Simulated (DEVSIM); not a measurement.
Structure: abrupt InP p-n junction, at 300 K.

Layer 1 from the left is InP, thickness (μm) 6.10, Na (cm⁻³) 1.1e15, τn (s) 7.2e-8, τp (s) 7.2e-8. Layer 2 from the left is InP, thickness (μm) 3.70, Nd (cm⁻³) 1.2e14, τn (s) 7.2e-8, τp (s) 7.2e-8.

Left contact: ohmic. Right contact: ohmic. Voltage is applied to the left contact. Recombination: SRH at mid-gap. Mobility is μmin + (μ − μmin)/(1 + (N/Nref)^α).

The device is made up for the run: typed textbook-type constants, with dimensions and the other settings drawn at random. Values at 300 K.

InP: gap (eV) 1.344, affinity (eV) 4.38, permittivity 12.5, Nc (cm⁻³) 5.7e17, Nv (cm⁻³) 1.1e19, μn (cm²/Vs) 5200, μp (cm²/Vs) 170, μn,min 400, μp,min 10, Nref,n 3e17, Nref,p 4.9e17, αn 0.47, αp 0.62.

DEVSIM, 1D drift-diffusion, Boltzmann statistics, complete ionisation; no tunnelling, impact ionisation, image-force lowering or self-heating.

Problem. What does the simulation give for the dark forward voltage at 1 A/cm², the potential step across the device at zero bias, the largest field in the device at zero bias?

Solution. dark forward voltage at 1 A/cm² 0.848 V; potential step across the device at zero bias 0.887 V; largest field in the device at zero bias 5100 V/cm.
